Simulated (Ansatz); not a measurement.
The parent structure is PbSe in the rock salt structure (space group Fm-3m, No. 225; a = 6.2178 Å).

All numbers come from PBE (Ansatz, a quantum-chemistry and plane-wave program), scalar-relativistic without spin-orbit coupling.

Base values:

| Quantity | Value |
|---|---|
| Valley order | L along ⟨111⟩ 0.43 eV; a point along ⟨110⟩, about 0.6 Å⁻¹ from Γ 1.22 eV |
| Width of the top valence band | 2.92 eV |

Perturbation: every lattice vector is shortened by 2.00 %; the atoms relax in the strained cell.

Problem. How does this affect the valley order, width of the top valence band and energy relative to the base?

Solution. The valley order (the lowest conduction-band minima on the path, energy above the VBM, named in the base's zone) becomes L along ⟨111⟩ 0.24 eV; a point along ⟨110⟩, about 0.6 Å⁻¹ from Γ 1.09 eV (base: L along ⟨111⟩ 0.43 eV; a point along ⟨110⟩, about 0.6 Å⁻¹ from Γ 1.22 eV); the width of the top valence band grows by 0.42 eV to 3.34 eV; the energy grows by 17 meV/atom.

Spin-orbit coupling, missing from the scalar runs, can matter with Pb. The levels and masses belong to the bands next to the band gap. No phonon test of stability was made.
